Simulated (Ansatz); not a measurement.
Consider this model of amorphous Ti20O41Mg.

```yaml
crystal:
  lattice:
    - [9.41617, 0.15270, 0.14623]
    - [0.15270, 9.13821, 0.05066]
    - [0.14623, 0.05066, 8.82507]
  atoms:
    - { symbol: Ti, position: [0.18350, 0.32189, 0.89088] }
    - { symbol: Ti, position: [0.57252, 0.33718, 0.03423] }
    - { symbol: Ti, position: [0.58988, 0.17238, 0.66501] }
    - { symbol: Ti, position: [0.75670, 0.06847, 0.30517] }
    - { symbol: Ti, position: [0.05053, 0.99516, 0.80414] }
    - { symbol: Ti, position: [0.47308, 0.85144, 0.23593] }
    - { symbol: Ti, position: [0.18263, 0.43131, 0.49950] }
    - { symbol: Ti, position: [0.63796, 0.70410, 0.00248] }
    - { symbol: Ti, position: [0.41610, 0.84226, 0.62505] }
    - { symbol: Ti, position: [0.89219, 0.30929, 0.10759] }
    - { symbol: Ti, position: [0.78443, 0.76346, 0.65660] }
    - { symbol: Ti, position: [0.16351, 0.68720, 0.76222] }
    - { symbol: Ti, position: [0.31492, 0.52833, 0.09325] }
    - { symbol: Ti, position: [0.89920, 0.23744, 0.53696] }
    - { symbol: Ti, position: [0.42932, 0.19215, 0.34467] }
    - { symbol: Ti, position: [0.84106, 0.47199, 0.79800] }
    - { symbol: Ti, position: [0.15000, 0.12638, 0.24284] }
    - { symbol: Ti, position: [0.82641, 0.64983, 0.27925] }
    - { symbol: Ti, position: [0.19152, 0.72525, 0.33470] }
    - { symbol: Ti, position: [0.98010, 0.86158, 0.09805] }
    - { symbol: O, position: [0.97619, 0.34975, 0.89608] }
    - { symbol: O, position: [0.74394, 0.42574, 0.98446] }
    - { symbol: O, position: [0.11128, 0.92592, 0.25551] }
    - { symbol: O, position: [0.73580, 0.10575, 0.52253] }
    - { symbol: O, position: [0.45851, 0.02244, 0.71165] }
    - { symbol: O, position: [0.95858, 0.04181, 0.01200] }
    - { symbol: O, position: [0.96481, 0.61519, 0.74184] }
    - { symbol: O, position: [0.02219, 0.68192, 0.24129] }
    - { symbol: O, position: [0.99972, 0.40667, 0.49891] }
    - { symbol: O, position: [0.76095, 0.33811, 0.66930] }
    - { symbol: O, position: [0.69695, 0.64016, 0.80408] }
    - { symbol: O, position: [0.82571, 0.72397, 0.05250] }
    - { symbol: O, position: [0.35349, 0.83837, 0.41986] }
    - { symbol: O, position: [0.83013, 0.66833, 0.47832] }
    - { symbol: O, position: [0.20702, 0.12164, 0.87358] }
    - { symbol: O, position: [0.18301, 0.54924, 0.95325] }
    - { symbol: O, position: [0.53334, 0.87741, 0.01747] }
    - { symbol: O, position: [0.23143, 0.22408, 0.40232] }
    - { symbol: O, position: [0.84407, 0.45284, 0.24150] }
    - { symbol: O, position: [0.24944, 0.51218, 0.29929] }
    - { symbol: O, position: [0.01404, 0.14013, 0.65210] }
    - { symbol: O, position: [0.33849, 0.07790, 0.17393] }
    - { symbol: O, position: [0.16971, 0.63976, 0.53168] }
    - { symbol: O, position: [0.35538, 0.33788, 0.00156] }
    - { symbol: O, position: [0.50847, 0.54773, 0.02298] }
    - { symbol: O, position: [0.50241, 0.33603, 0.23943] }
    - { symbol: O, position: [0.72658, 0.19485, 0.13406] }
    - { symbol: O, position: [0.82690, 0.89511, 0.26873] }
    - { symbol: O, position: [0.32237, 0.73723, 0.15985] }
    - { symbol: O, position: [0.55551, 0.02514, 0.32564] }
    - { symbol: O, position: [0.57044, 0.20470, 0.87886] }
    - { symbol: O, position: [0.09950, 0.28259, 0.12156] }
    - { symbol: O, position: [0.93357, 0.17153, 0.32474] }
    - { symbol: O, position: [0.09369, 0.81189, 0.92998] }
    - { symbol: O, position: [0.22638, 0.39499, 0.69849] }
    - { symbol: O, position: [0.48036, 0.26598, 0.53619] }
    - { symbol: O, position: [0.36461, 0.69232, 0.74995] }
    - { symbol: O, position: [0.17750, 0.88210, 0.67978] }
    - { symbol: O, position: [0.60389, 0.81168, 0.58863] }
    - { symbol: O, position: [0.87244, 0.91054, 0.74093] }
    - { symbol: O, position: [0.61156, 0.70919, 0.24042] }
    - { symbol: Mg, position: [0.40750, 0.05826, 0.93838] }
```

Methods: PBE, scalar-relativistic without spin-orbit coupling (Ansatz, a quantum-chemistry and plane-wave program); r2SCAN, scalar-relativistic without spin-orbit coupling (Ansatz); HSE06, scalar-relativistic without spin-orbit coupling (Ansatz). Neutral PBE cell, which sets geometry, pressure and energy: sampling: a 2×2×2 Γ-centred mesh; Fermi-Dirac width 0.02 eV; no spin polarisation. Exact exchange is cut at the faces of this 9 Å cell, which leaves hybrid gaps a finite-size error.

It comes from a melt-quench run on a machine-learned potential (CHGNet), relaxed afterwards by DFT. O atoms were pushed apart under 1.9 Å during the dynamics, to hinder bonds among them. The hot cell started wider than the set density and was brought back towards it in steps. It is the lowest in DFT energy of 2 quenches. It is a model cell: composition and starting density were chosen by hand, and all elements were melted together. No dispersion term was used. Its density started from a set value of 3.58 and ended at 3.58 g/cm³. Cooling (nominally 240 K/ps over its main leg) ran many orders faster than in experiment, which tends to leave more defects and strain. One small periodic cell is one sample of the glass; other quenches scatter about these values. The volume was held where the preparation left it and the shape relaxed.

Q: Give the pressure, the energy against reference phases and the spacing of the highest filled and lowest empty levels.

A: 
The pressure on a 2×2×2 Γ-centred mesh is 2.55 GPa, the largest force and stress component on that mesh (the relaxation ran on the zone centre alone) is 0.13 eV/Å and 2.6 GPa and the energy relative to anatase TiO2 + rock-salt MgO (lowest mix at this level among the phases computed, not always the ambient ones) comes out as 128 meV/atom. The level gap on a 2×2×2 Γ-centred mesh (PBE) comes out as 2.58 eV and the level gap at the zone centre (PBE) comes out as 2.72 eV. The level gap at the zone centre (r2SCAN) is 3.05 eV, the level gap at the zone centre (HSE06) is 4.22 eV and the distance between the nearest levels spread over more than a fifth of the atoms or a third of the atoms of their main element (six at least) (PBE, zone centre) is 2.77 eV.

Q: At PBE and the zone centre, how localised are the states just below and above the Fermi level (participation number: the atoms over which a state spreads)?

A: The highest filled state is spread over 10.0 atoms' worth, largest on O59, with weights by element (charge in smoothed Voronoi cells) O 0.94, Ti 0.06, Mg 0.00. The lowest empty state is spread over 14.1 atoms' worth, largest on Ti6, with weights by element (charge in smoothed Voronoi cells) Ti 0.77, O 0.23, Mg 0.00.

At PBE the levels at the filled edge of the gap are localised (band-tail or defect states).

Neighbours within Ti-Ti 3.12 Å, Ti-O 2.48 Å, Ti-Mg 3.16 Å, O-O 1.58 Å, O-Mg 2.48 Å, Mg-Mg 3.19 Å count as bonded. Two cations that share two anions don't count as bonded, nor two that share one unless they lie closer than Ti-Ti 3.04 Å, Ti-Mg 3.07 Å, Mg-Mg 3.10 Å.

Added carriers, by PBE, scalar-relativistic without spin-orbit coupling in Ansatz on the zone centre alone. Charged cells keep the cell fixed and stand in a uniform background, with no image correction, at a width of 0.01 eV; where the count is odd the moment is locked at 1 μB, unless the neutral cell bore moments. Each starts from the undistorted neutral geometry alone. PBE's self-interaction favours spread-out carriers, so it can miss traps that a hybrid finds.

Q: What happens at PBE when the cell takes an extra electron and the atoms relax?

A: Relaxation lowers the charged cell by 0.09 eV. The largest moves are Ti6 0.09 Å, O37 0.08 Å, O25 0.06 Å, Ti8 0.06 Å. The level that holds the added charge spreads over 6.8 atoms' worth, most on Ti6 (weight 0.26): a partly localised carrier. No bond crosses its cut-off with a change of over 0.15 Å (metal-metal contacts aside). Made neutral again at that geometry, the cell lies +0.27 eV from the neutral start.

Q: What happens at PBE when the cell takes a hole and the atoms relax?

A: Relaxation lowers the charged cell by 0.35 eV. The largest moves are O59 0.24 Å, Ti9 0.20 Å, O34 0.19 Å, O57 0.17 Å. The level that was emptied spreads over 3.3 atoms' worth, most on O59 (weight 0.47): a localised (trapped) carrier, which neighbours of that atom can share. No bond crosses its cut-off with a change of over 0.15 Å (metal-metal contacts aside). Made neutral again at that geometry, the cell lies +0.96 eV from the neutral start.
